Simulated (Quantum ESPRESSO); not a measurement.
## Habitual settings against a tight run: Cs (Im-3m, 1 atom in the cell)

Self-consistent single point.

```xyz
1
Lattice="3.1554 3.1554 3.1554 -3.1554 3.1554 3.1554 -3.1554 -3.1554 3.1554" Properties=species:S:1:pos:R:3 pbc="T T T"
Cs     0.0000     0.0000     0.0000
```

Method: PBE, PSlibrary PAW (PBE) pseudopotentials (plane waves; Quantum ESPRESSO).

Base settings: ecutwfc = 40 Ry; ecutrho = 280 Ry; occupations = smearing; smearing = fermi-dirac; degauss = 0.0073499 Ry; potentials = {Cs: Cs.pbe-spn-kjpaw_psl.1.0.0.UPF}; K_POINTS = automatic 6 6 6 0 0 0; conv_thr = 1e-10 Ry; mixing_beta = 0.7.

Tight run (finer mesh or higher cutoff; not a proven limit): ecutwfc: 40 Ry → 56 Ry; ecutrho: 280 Ry → 392 Ry; conv_thr: 1e-10 Ry → 7.3e-11 Ry; K_POINTS: automatic 6 6 6 0 0 0 → automatic 9 9 9 0 0 0. It gave Fermi level (on the code's own zero) 1.87 eV; pressure -0.13 GPa.

Quick runs, as changes from the base:
- A: the base itself
- B: ecutwfc: 40 Ry → 20 Ry; ecutrho: 280 Ry → 140 Ry; K_POINTS: automatic 6 6 6 0 0 0 → automatic 4 4 4 0 0 0
- C: ecutwfc: 40 Ry → 24 Ry; ecutrho: 280 Ry → 168 Ry
- D: ecutwfc: 40 Ry → 32 Ry; ecutrho: 280 Ry → 224 Ry; smearing: fermi-dirac → marzari-vanderbilt; degauss: 0.0073499 Ry → 0.019992 Ry; K_POINTS: automatic 6 6 6 0 0 0 → automatic 2 2 2 0 0 0
- E: ecutwfc: 40 Ry → 20 Ry; ecutrho: 280 Ry → 140 Ry; conv_thr: 1e-10 Ry → 7.3e-06 Ry; K_POINTS: automatic 6 6 6 0 0 0 → automatic 8 8 8 0 0 0
- F: ecutwfc: 40 Ry → 24 Ry; ecutrho: 280 Ry → 168 Ry; smearing: fermi-dirac → marzari-vanderbilt; degauss: 0.0073499 Ry → 0.036749 Ry; K_POINTS: automatic 6 6 6 0 0 0 → automatic 3 3 3 1 1 1

Energies are extrapolated to zero smearing width, which holds to low order in the width alone (under cold and Methfessel-Paxton smearing the free energy itself is taken).

The count of work is k-points × plane waves × bands × iterations; it is no time. 

The starting cell comes from a database of computed structures (which also holds hypothetical and non-ambient phases and stackings), without a prior relaxation at this level. Its lattice was rescaled by a random factor within 2.5 % of one.

| run | energy less tight (meV/atom) | pressure less tight (GPa) | count of work / tight |
|---|---|---|---|
| A | 8.1 | 0.00 | 0.28 |
| B | 45.0 | 0.03 | 0.044 |
| C | 13.4 | -0.01 | 0.13 |
| D | 154.2 | -0.32 | 0.037 |
| E | 12.0 | -0.01 | 0.071 |
| F | 16.7 | 0.02 | 0.029 |

Among the runs at the tight run's level, the energy misses run from 8.1 to 154.2 meV/atom.
